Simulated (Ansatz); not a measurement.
A computed series for Ag: pressure series

Start from Ag in the fcc (Cu type) structure (space group Fm-3m, No. 225; a = 4.054 Å).

Cell and atoms are relaxed at each pressure.

Computed with PBEsol in Ansatz (plane waves to 420 eV, PAW, without spin-orbit coupling).

```
P (GPa)  V (Å³/atom)
-------  -----------
-2.02         16.960
-1.02         16.808
1.80          16.421
4.20          16.134
9.01          15.640
18.02         14.915
30.00         14.192
45.00         13.510
60.00         12.977
```

### Question
Fit a third-order Birch–Murnaghan equation of state.

### Answer
Least squares on P(V) = (3B₀/2)[(V₀/V)^(7/3) − (V₀/V)^(5/3)]·[1 + (3/4)(B₀′ − 4)((V₀/V)^(2/3) − 1)] gives V₀ = 16.66 Å³/atom, B₀ = 119 GPa and B₀′ = 5.6.

Measured bulk modulus of Ag: 110 GPa (static lattice; corrected from measurement; as listed in H. Levämäki et al., Physical Review B (2014)); the computed value is 9 % above it.

Load acts through the strain it causes; cell and atoms are relaxed under it. Whether these cells are dynamically stable was not tested. No other phases were tried under pressure.

Ansatz is a program for electronic structure.
